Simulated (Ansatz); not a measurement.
Results of PBE+SOC (Ansatz, a first-principles code, PAW) for double-hcp La.

Numerical settings: plane-wave cutoff 520 eV, 18×18×6 k mesh (along the axes of the cell as run), Fermi–Dirac smearing 0.05 eV, PAW data made under PBE.

Cell (relaxed at this level):

```
CELL_PARAMETERS angstrom
      1.88384    -3.26291     0.00000
      1.88384     3.26291     0.00000
      0.00000     0.00000    12.08906
ATOMIC_POSITIONS crystal
  La 0.00000 0.00000 0.50000
  La 0.00000 0.00000 0.00000
  La 0.33333 0.66667 0.25000
  La 0.66667 0.33333 0.75000
```

### Question
Estimate the bulk modulus B0 and pressure derivative B′ of the bulk modulus that the calculation returns.

### Answer

- bulk modulus B0: 25.1 GPa
- pressure derivative B′ of the bulk modulus: 2.4

The run finds no gap.

Measured, for comparison: bulk modulus 27.9 GPa (room temperature, not corrected to a static lattice; as tabulated in Wikipedia's data pages). Computed (rounded) less measured: bulk modulus -10 %.

Note: the bulk modulus comes from volumes at which shape and atoms were relaxed.

Static lattice: no zero-point or thermal effects.
